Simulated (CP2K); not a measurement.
Band structure of MgAl2C2 (P-3m1, 5 atoms in the cell).

```xyz
5
Lattice="3.3469 0.0000 0.0000 -1.6735 2.8985 0.0000 0.0000 0.0000 5.7486" Properties=species:S:1:pos:R:3 pbc="T T T"
Mg     0.0000     0.0000     0.0000
Al     1.6735     0.9662     2.0121
Al     0.0000     1.9323     3.7365
C      0.0000     1.9323     1.5526
C      1.6735     0.9662     4.1960
```

Level of theory: PBEsol, GPW, DZVP-MOLOPT-SR-GTH basis, GTH-PBE potentials (GTH_POTENTIALS) in CP2K.

Settings: CUTOFF = 1000 Ry; REL_CUTOFF = 50 Ry; KPOINTS/SCHEME = MONKHORST-PACK 8 8 4; GAMMA_CENTERED = T; XC_FUNCTIONAL = PBE:PBESOL; Mg/BASIS_SET = DZVP-MOLOPT-SR-GTH; Mg/POTENTIAL = GTH-PBE-q10; Al/BASIS_SET = DZVP-MOLOPT-SR-GTH; Al/POTENTIAL = GTH-PBE-q3; C/BASIS_SET = DZVP-MOLOPT-SR-GTH; C/POTENTIAL = GTH-PBE-q4; METHOD = GPW; EPS_DEFAULT = 1e-10; EXTRAPOLATION = USE_GUESS.

The starting cell comes from a database of computed structures (which also holds hypothetical and non-ambient phases and stackings), without a prior relaxation at this level. Its lattice was rescaled by a random factor within 2.5 % of one. Values carry the incompleteness of an atom-centred basis. The potentials were made for another functional than the one used.

Task: Predict the gap along the standard path and the places of the band edges.

Result: The gap along the path is 1.71 eV, from a point between K and Γ to a point between A|L and M|K; the smallest direct gap on it is 3.06 eV.

Levels in eV from the top of the valence band on the SCF mesh, bands 9 to 13:
```csv
point,9,10,11,12,13
Γ,-1.07,-0.30,-0.24,-0.24,3.94
M,-3.92,-2.67,-2.23,-1.04,2.07
K,-4.86,-3.54,-2.79,-2.79,2.23
A,-0.96,-0.96,-0.37,-0.37,5.38
L,-2.41,-1.84,-1.72,-1.49,1.86
H,-5.48,-4.33,-1.10,-1.10,3.49
```

Higher empty bands are left out: an atom-centred basis made for the valence describes them poorly.
